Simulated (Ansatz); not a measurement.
The starting structures come from a database of crystals and need not be the phases stable at ambient conditions.

 Where the default PAW files enter, the runs use the earlier of Ansatz's two default sets.

By PBEsol, the system below comes out a metal.

The ballistic (Sharvin) conductance counts the channels at the Fermi level: G/A = (e²/h) × channels of both spins per area.

Here is the system:

```
AlWO4
1.0
    4.59279     0.00000     0.00000
   -0.21206     4.58790     0.00000
    0.00000     0.00000     2.82216
Al W O
1 1 4
Cartesian
  2.19037   2.29395   0.00000
  0.00000   0.00000   1.41108
  3.05907   3.20373   1.41108
  1.32167   1.38417   1.41108
  0.82238   3.60017   0.00000
  3.55836   0.98773   0.00000
```

Space group of this cell: Cmmm. The cell is taken as given; by PBEsol its mean pressure is -1.0 GPa.

The current flows along the normal of the first two printed cell vectors. No spin-orbit coupling; the value is a mean over 0.1 eV about the Fermi level.

**Question.** Compute, with PBEsol run with Ansatz (a quantum-chemistry and plane-wave program), the ballistic conductance per area.

**Answer.** 0.42 × 10¹⁵ S/m² for both spins.
